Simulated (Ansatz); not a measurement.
For Be$_{2}$Re (P6_3/mmc), PBEsol, DFPT electron-phonon coupling, linearised Boltzmann equation in Ansatz (a first-principles code) gives a transport coupling λ_tr = 0.445 and a Drude plasma energy ħω_p = 5.22 eV along y (a = (4.34, 0.00, 0.00) Å; b = (-2.17, 3.76, 0.00) Å; c = (0.00, 0.00, 7.08) Å).

Question: Estimate the resistivity at 300 K from the high-temperature formula ρ = 2π λ_tr k_B T / (ħ ε₀ ω_p²), and say how the full Boltzmann solution compares.

Answer: The scattering rate is 1/τ = 2π λ_tr k_B T/ħ = 1.10e14 s⁻¹ and ω_p = 7.93e15 s⁻¹, so ρ ≈ 19.7 μΩ·cm. The Boltzmann solution gives 17.2 μΩ·cm, 0.87 times the estimate; it lies lower because k_BT is not large against the phonon energies and the solution lets the distribution adjust.

A metal at this level (no band gap). Only scattering by harmonic phonons is included (no impurities, grain boundaries, electron-electron scattering or thermal expansion). Spin-orbit coupling is left out, which matters with elements this heavy. The run warned that the eigensolver left some states short of its tolerance. Halving the electron mesh (24x24x12) moves the resistivity by up to 3 % at 300 K, the coupling by up to 5 %. Smearing 0.20 eV; phonons on a 4x4x2 q mesh, which this run doesn't test.

Computed structure with no diffraction record at hand here (it may be known, metastable or hypothetical): Be2Re (P6_3/mmc).
